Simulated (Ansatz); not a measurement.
The parent structure is BeTe in the zinc blende structure (space group F-43m, No. 216; a = 5.657 Å). Axes: x, y, z lie along the cube axes.

Computed with plane-wave PAW DFT at the r2SCAN level (Ansatz, a quantum-chemistry and plane-wave program, 500 eV), no SOC.

Strains are applied to the cell and any free atomic positions relax.

One change was made to it. Results:

The energy goes up by 1.6 meV/atom; the band gap falls by 0.16 eV to 2.21 eV; the electron mass changes from 2.1 mₑ along k, 0.25 mₑ across (at X) to 2.0 mₑ along k, 0.25 mₑ across (at X).

Q: What was done to the base?
(A) uniaxial strain ε_zz = −2.50 %
(B) uniaxial strain ε_zz = −0.50 %
(C) uniaxial strain ε_zz = −2.00 %
(D) uniaxial strain ε_zz = −1.50 %
(E) uniaxial strain ε_zz = −1.00 %

A: D, uniaxial strain ε_zz = −1.50 %. For comparison, the band gap in the other runs: uniaxial strain ε_zz = −2.50 % gives 2.10 eV; uniaxial strain ε_zz = −2.00 % gives 2.16 eV; uniaxial strain ε_zz = −1.00 % gives 2.27 eV; uniaxial strain ε_zz = −0.50 % gives 2.32 eV.

With Te present, leaving out spin-orbit coupling can change the band edges. Effective masses come from finite differences of ±0.01 Å⁻¹. Along k means along the line from Γ to the band edge. Stability against distortions was not tested.
